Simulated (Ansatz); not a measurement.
Worked example: self-consistent single point of Na3BrO (P4mm, 5 atoms in the cell) in Ansatz (a program for electronic structure)

Computed with PBEsol, default PAW files made with PBE (plane waves; Ansatz).

Input:

Ansatz 0.2 input:
```yaml
# Na3BrO
crystal:
  lattice:
    - [4.51046400, 0.00000000, 0.00000000]
    - [0.00000000, 4.51046400, 0.00000000]
    - [0.00000000, 0.00000000, 4.51046400]
  atoms:
    - { symbol: Na, position_ang: [0.04999849, 2.25523200, 2.25523200] }
    - { symbol: Na, position_ang: [2.25523200, 0.00000000, 2.25523200] }
    - { symbol: Na, position_ang: [2.25523200, 2.25523200, 0.00000000] }
    - { symbol: Br, position_ang: [0.00000000, 0.00000000, 0.00000000] }
    - { symbol: O, position_ang: [2.25523200, 2.25523200, 2.25523200] }
basis:
  ecutwfc: 30.9 Ry
kpoints:
  mp_grid:
    grid: [6, 6, 6]
hamiltonian:
  xc: pbesol
  pseudopotentials:
    kind: paw
scf:
  occupations:
    method: fermi_dirac
    width: 0.0015 Ry
output:
  forces: true
  eigenvalues: true
  stress: true
```

Output (repeated stretches shortened):

```
WARN ansatz: RAYON_NUM_THREADS=1 ignored (pool sized by the plan → 1); use --threads N
Pseudopotentials: kind: paw
Pseudopotential: Na, paw, valence charge 9
Pseudopotential: Br, paw, valence charge 7
Pseudopotential: O, paw, valence charge 6
Crystal: 5 atoms, lattice volume = 91.762 Å³
Basis set: ecut = 420.4159175005146 eV, 1791 PW (Γ), exchange–correlation on 64×64×64 points (8 copies of the dense FFT grid, shifted against one another)
Bands: 25, of which v1, the nominal top of the filled ones, is band 20 counted from 1 (19 counted from 0)
Symmetry: 8 space group operations
Space group: P4mm (ITA 99), of the structure as read, at distance tolerance 4.5e-5 Å
k-points: 40 of 216 (time reversal used)
PAW frozen core: Na, regenerated for the run's functional, and the local potential with it
PAW frozen core: Br, regenerated for the run's functional, and the local potential with it
PAW frozen core: O, regenerated for the run's functional, and the local potential with it
Initial density: superposition of atomic densities (neutral atoms: chi_scale 0, normalization atom), corrected by the library's trained network
Initial wavefunctions: pseudopotential atomic-orbital guess
Eigensolver: davidson
Functional: x = pbesol(κ = 0.804, μ = 0.12345679012345678), c = pbesol(β = 0.046)
SCF iter   1: F=—  HF=-7729.295787 eV  |F-HF|=—  |Δ(HF+E_count)|=         —  Δρ=6.59e-3  dr2=2.99e-2  ethr=1.77e-3  ⟨swp⟩=6.9  Hψ=4437  notcnv=0
all-band conjugate gradients solve this SCF's bands
preconditioner: auto → Resta (q_TF=auto, 2.376 Å⁻¹)
SCF iter   2: F=—  HF=-7729.287449 eV  |F-HF|=—  |Δ(HF+E_count)|=   8.34e-3  Δρ=1.81e-3  dr2=3.39e-3  ethr=7.47e-5  ⟨swp⟩=2.0  Hψ=1746  notcnv=0  defer=29
SCF iter   3: F=—  HF=-7729.286615 eV  |F-HF|=—  |Δ(HF+E_count)|=   8.34e-4  Δρ=3.80e-4  dr2=1.61e-4  ethr=8.47e-6  ⟨swp⟩=2.2  Hψ=1420  notcnv=0  defer=36
SCF iter   4: F=—  HF=-7729.286598 eV  |F-HF|=—  |Δ(HF+E_count)|=   1.73e-5  Δρ=1.32e-4  dr2=2.05e-5  ethr=4.02e-7  ⟨swp⟩=2.3  Hψ=1403  notcnv=0  defer=36
SCF iter   5: F=—  HF=-7729.286048 eV  |F-HF|=—  |Δ(HF+E_count)|=   5.50e-4  Δρ=3.40e-5  dr2=1.01e-6  ethr=5.12e-8  ⟨swp⟩=2.0  Hψ=1415  notcnv=0  defer=36
SCF iter   6: F=-7729.286048 eV  HF=-7729.286048 eV  |F-HF|=3.22e-8  |Δ(HF+E_count)|=   5.25e-8  Δρ=1.04e-5  dr2=7.66e-8  ethr=2.50e-10  ⟨swp⟩=8.9  Hψ=4725  notcnv=0
SCF 1 converged in 6 iterations: F = -7729.286048 eV  dr2 = 7.66e-8
SCF converged after 6 iterations
Free energy (F): -7729.286048 eV
Harris-Foulkes:  -7729.286048 eV  (|F-HF|=3.22e-8)
Internal energy: -7729.286048 eV  (E = F + TS)
E sigma→0 (E₀):  -7729.286048 eV
Fermi energy:    4.710987 eV
--- Per-component energies (eV) ---
  E_band       = -625.244590
  E_kinetic    = 672.656838
  E_local      = -4461.849267  (includes V_loc(G=0)·N_el)
  E_nonlocal   = 467.295820
  E_hartree    = 1604.617150
  E_xc         = -452.032589
  E_vxc        = -349.551525  (∫ρ·V_xc dr)
  E_paw        = -3114.791897  (= ΣΔE_a)
  E_vpaw       = -163.027663  (= ΣTr[D̂ρ^β])
  E_aug_tail   = 0.002422  (compensation charges beyond the density's cutoff)
  E_ewald      = -2445.476164
  E_core_change = 0.291640  (= ΣΔE_core)
  E_smearing   = -0.000000  (= −TS)
  E_closure    = 0.000000  (closes the sum)
  Σ components = -7729.286048   (vs F -7729.286048, Δ=0.00e0)
--- Forces (eV/Å), atoms counted from 1 ---
  atom   1  Na    -0.32038860     0.00000000     0.00000000
  atom   2  Na     0.04969408    -0.00000000     0.00000000
  atom   3  Na     0.04969408    -0.00000000     0.00000000
  atom   4  Br     0.01255800    -0.00000000     0.00000000
  atom   5  O      0.20841453     0.00000000     0.00000000
  max |Σ_I F_I| component: 2.79e-5 eV/Å
--- Stress (GPa, compression-positive) ---
        0.875974       0.000000       0.000000
        0.000000       0.758435       0.000000
        0.000000       0.000000       0.758435
  P = ⅓ Tr σ = 0.7976 GPa (7.976 kbar)
  The stress holds the Pulay correction. Without it, at fixed plane waves, as pw.x and ABINIT print it: P = 0.6539 GPa
--- Band table (eV; the first three rows and the last of 40) ---
  k-point 0: bands = ["-46.1884", "-46.1719", "-46.1688", "-18.3757", "-18.3741", "-18.3741", "-18.3362", "-18.3340", "-18.3340", "-18.1304", "-18.1304", "-18.1280", "-11.1005", "-10.6276", "0.9625", "0.9628", "0.9628", "3.6933", "3.6933", "3.6968", [...]
  k-point 1: bands = ["-46.1874", "-46.1727", "-46.1690", "-18.3731", "-18.3714", "-18.3705", "-18.3382", "-18.3356", "-18.3341", "-18.1434", "-18.1322", "-18.1279", "-11.0664", "-10.6204", "0.7207", "0.9921", "0.9924", "3.4171", "3.6505", "3.6541", [...]
  k-point 2: bands = ["-46.1845", "-46.1753", "-46.1693", "-18.3683", "-18.3631", "-18.3612", "-18.3431", "-18.3407", "-18.3348", "-18.1669", "-18.1358", "-18.1309", "-10.9944", "-10.6092", "0.3041", "1.0544", "1.0548", "3.0358", "3.5613", "3.5650", [...]
  k-point 39: bands = ["-46.1776", "-46.1776", "-46.1734", "-18.4023", "-18.4005", "-18.4005", "-18.3522", "-18.2982", "-18.2959", "-18.2959", "-18.0838", "-18.0811", "-10.8807", "-10.3946", "0.4459", "0.4465", "0.4465", "2.9661", "2.9661", [...]
```

The run converged in 6 iterations.

The starting cell comes from a database of computed structures (which also holds hypothetical and non-ambient phases and stackings), without a prior relaxation at this level. Its lattice was rescaled by up to half a per cent. One atom was moved a little off its site on purpose. Ansatz's pressure includes its estimate of the finite-basis (Pulay) stress.
